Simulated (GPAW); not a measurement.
Worked example: self-consistent single point of ScAu4 (I4/m, 5 atoms in the cell) in GPAW.

Computed with PBEsol, GPAW PAW datasets PBEsol (made by gpaw-setup) (plane waves; GPAW).

```yaml
crystal:
  lattice:
    - [-3.27168, 3.27168, 2.01267]
    - [3.27168, -3.27168, 2.01267]
    - [3.27168, 3.27168, -2.01267]
  atoms:
    - { symbol: Sc, position: [0.00000, 0.00000, 0.00000] }
    - { symbol: Au, position: [0.79718, 0.60235, 0.39953] }
    - { symbol: Au, position: [0.20282, 0.39765, 0.60047] }
    - { symbol: Au, position: [0.60235, 0.20282, 0.80517] }
    - { symbol: Au, position: [0.39765, 0.79718, 0.19483] }
```

Reference input (self-consistent single point, DFT LDA (Perdew-Wang 92), plane waves, GPAW PAW datasets LDA (gpaw-data 1.0.1)): mode = pw; ecut = 850 eV; xc = LDA; kpts = 6 6 6; mesh shift (steps) = 0 0 0; occupations.name = methfessel-paxton; occupations.width = 0.272 eV; occupations.order = 0; nbands = -9; symmetry.symmorphic = false; symmetry.tolerance = 0.0005; maxiter = 150. This run's input differs from it in these lines:

```diff
@@ -16,3 +16,3 @@
 calc = GPAW(mode={'name': 'pw', 'ecut': 850},
-            xc='LDA',
+            xc='PBEsol',
             kpts={'size': (6, 6, 6), 'gamma': True},
```

Its files differ too (potentials: GPAW PAW datasets PBEsol (made by gpaw-setup)).

The program printed (abridged):

```
     iter     time        total  log10-change:
                         energy   eigst   dens
iter:   1 --:--:--   -26.743139
iter:   2 --:--:--   -25.712392   -0.86  -1.20
iter:   3 --:--:--   -23.842228   -0.98  -1.25
iter:   4 --:--:--   -23.593290   -1.45  -1.54
iter:   5 --:--:--   -23.383494   -1.68  -1.72
iter:   6 --:--:--   -23.367089   -2.21  -2.11
iter:   7 --:--:--   -23.372639c  -2.41  -2.20
iter:   8 --:--:--   -23.360270c  -2.63  -2.46
iter:   9 --:--:--   -23.356871c  -3.79  -2.61
iter:  10 --:--:--   -23.352655c  -3.41  -2.75
iter:  11 --:--:--   -23.352197c  -3.88  -3.02
   [... 4 lines left out ...]
iter:  16 --:--:--   -23.352167c  -6.49  -3.87
iter:  17 --:--:--   -23.352167c  -7.09  -3.94
iter:  18 --:--:--   -23.352165c  -7.24  -3.97
iter:  19 --:--:--   -23.352164c  -6.63  -3.99
iter:  20 --:--:--   -23.352158c  -6.26  -4.03c
iter:  21 --:--:--   -23.352157c  -6.83  -4.26c
iter:  22 --:--:--   -23.352159c  -6.93  -4.30c
iter:  23 --:--:--   -23.352157c  -7.19  -4.47c
iter:  24 --:--:--   -23.352157c  -8.26c -4.55c
Converged after 24 iterations.

Dipole moment: (0.000000, 0.000000, -0.000000) |e|*Ang

Energy contributions relative to reference atoms: (reference = -2086586.718517)

Kinetic:        -52.663645
Potential:      +43.826424
External:        +0.000000
XC:             -15.444098
Entropy (-ST):   -0.063732
Local:           +0.961028
SIC:             +0.000000
--------------------------
Free energy:    -23.384023
Extrapolated:   -23.352157

Showing only first 2 kpts
 Kpt  Band  Eigenvalues  Occupancy
  0    25      7.73666    2.00000
  0    26     10.28501    0.00503
  0    27     11.40452    0.00000
  0    28     11.40452    0.00000

  1    25      7.64042    2.00000
  1    26      9.70720    1.15795
  1    27     11.16008    0.00000
  1    28     11.56181    0.00000

Fermi level: 9.74553

No gap
   [... lines left out ...]
Energy (eV): -23.352157

Forces in eV/Ang:
  0 Sc   -0.00000    0.00000   -0.00000
  1 Au   -0.03191    0.01485    0.00000
  2 Au    0.03191   -0.01485    0.00000
  3 Au   -0.01485   -0.03191   -0.00000
  4 Au    0.01485    0.03191    0.00000

Stress tensor:
    -0.009729     0.000000     0.000000
     0.000000    -0.009729     0.000000
     0.000000     0.000000    -0.010417
Stress (GPa, Voigt): [-1.5587 -1.5587 -1.6691  0.      0.      0.    ]
```

The run converged in 24 iterations. GPAW prints stress with tension positive. Against the reference run the pressure goes from -2.68 to 1.60 GPa and the largest force goes from 0.020 to 0.035 eV/Å.

The starting cell comes from a database of computed structures (which also holds hypothetical and non-ambient phases and stackings), without a prior relaxation at this level. Its lattice was rescaled by a random factor within 2.5 % of one.

Cost on one core of a shared machine: roughly 4 min.
